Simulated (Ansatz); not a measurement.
A calculation on MoS2 (R3m, No. 160, 3 atoms in the cell; start mp-1434; a measured phase of this formula has another space group) returned lattice constant a 3.185 Å, lattice parameter c 19.500 Å, cohesive energy 4.82 eV/atom, band gap 1.15 eV.

Task: Which level of theory produced these numbers?
A) r²SCAN+rVV10 (Ansatz (an electronic-structure program))
B) r²SCAN (Ansatz)
C) LDA (Ansatz)
D) PBEsol (Ansatz)

Result: B, r²SCAN (Ansatz)

The others give: PBEsol 3.143 Å, 18.857 Å, 5.60 eV/atom, 0.99 eV; LDA 3.126 Å, 17.976 Å, 6.29 eV/atom, 0.71 eV; r²SCAN+rVV10 3.175 Å, 18.588 Å, 5.04 eV/atom, 1.02 eV.

Unless a cell is named, each level is at its own relaxed cell (LDA 16.91, PBEsol 17.93, r²SCAN 19.04, r²SCAN+rVV10 18.03 Å³/atom).

Levels without +SOC have no spin–orbit coupling; where heavier elements are present it shifts gaps, mostly down, and can invert bands. Density-functional gaps are differences of (generalised) Kohn–Sham levels.

The crystal itself was run without spin with PBEsol, LDA, r²SCAN+rVV10, r²SCAN; a magnetic state was not tried in these runs.

Caveats: the relaxation could not lower the start's symmetry, so the cell can be a saddle point above a distorted one (PBEsol, LDA, r²SCAN+rVV10, r²SCAN). Ansatz's density-functional and Hartree–Fock values are scalar-relativistic unless marked +SOC, with PAW data made under PBE.

A start named mp-… is a Materials Project structure, which need not be a measured phase.
